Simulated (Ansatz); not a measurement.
Consider the following.

```yaml
crystal:
  lattice:
    - [3.31501, 0.00000, 0.00000]
    - [0.00000, 4.68814, 0.00000]
    - [1.65751, 2.34407, 1.75058]
  atoms:
    - { symbol: Y, position: [0.00000, 0.00000, 0.00000] }
    - { symbol: N, position: [0.00000, 0.50000, 0.00000] }
```

No spin polarisation.

Computed with PBEsol (Ansatz, an electronic-structure program; PAW; 420 eV plane waves; scalar-relativistic without spin-orbit coupling). Γ-centred 12×12×12 mesh, Fermi–Dirac width 0.05 eV.

Task: Predict the band gap and pressure.

Result: The band gap is zero and the pressure (mean of the normal stresses, compression positive) is 9.9 GPa.

The mesh was chosen for an insulator and is coarse for the gapless case. The cells carry an imposed strain or load. Whether these cells are dynamically stable was not tested. All final runs are without spin polarisation. The cell was made from YN in the rock salt structure (space group Fm-3m, No. 225) by this change: biaxial strain −3.46 %, plane normal [110], relaxed out of plane. A zero or small gap of YN can be the functional's error rather than a property of the material.
